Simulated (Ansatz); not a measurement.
Input:

```yaml
crystal:
  lattice:
    - [5.00476, 0.00000, 0.00000]
    - [0.00000, 5.21946, 0.00000]
    - [0.00000, 0.00000, 5.03269]
  atoms:
    - { symbol: Hf, position: [0.73252, 0.03301, 0.24144] }
    - { symbol: Hf, position: [0.26748, 0.96699, 0.74144] }
    - { symbol: Hf, position: [0.73252, 0.46699, 0.74144] }
    - { symbol: Hf, position: [0.26748, 0.53301, 0.24144] }
    - { symbol: O, position: [0.92865, 0.36787, 0.37927] }
    - { symbol: O, position: [0.07135, 0.63213, 0.87927] }
    - { symbol: O, position: [0.92865, 0.13213, 0.87927] }
    - { symbol: O, position: [0.07135, 0.86787, 0.37927] }
    - { symbol: O, position: [0.53988, 0.73395, 0.49229] }
    - { symbol: O, position: [0.46012, 0.26605, 0.99229] }
    - { symbol: O, position: [0.53988, 0.76605, 0.99229] }
    - { symbol: O, position: [0.46012, 0.23395, 0.49229] }
```

Space group of this cell: Pca2_1. The cell is taken as given; by r2SCAN its mean pressure is 4.0 GPa.

Computed with r2SCAN (plane waves, PAW; Ansatz, an electronic-structure program).

The current runs along the normal of the first two printed vectors; no spin-orbit coupling. Scaled by the factor s: both lengths across the current (ions clamped). Meshes 6×6×6 and 6×6 across the current in all rows.

| s | mean pressure (GPa) | band gap (eV) |
|---|---|---|
| 0.98 | 16.6 | ? |
| 1.00 | 4.0 | 5.00 |
| 1.02 | -6.4 | 4.84 |

Question: Take the slope of the band gap against ln s from the two given rows, extrapolate to s = 0.98, and say what the run there gives.

Answer: Slope = (4.84 − 5.00) / ln 1.02 = -8.08 eV. The line gives 5.00 + (-8.08) × ln 0.98 = 5.16 eV. The run gives 5.13 eV, 0.03 eV under the line, 20 % of the predicted step.
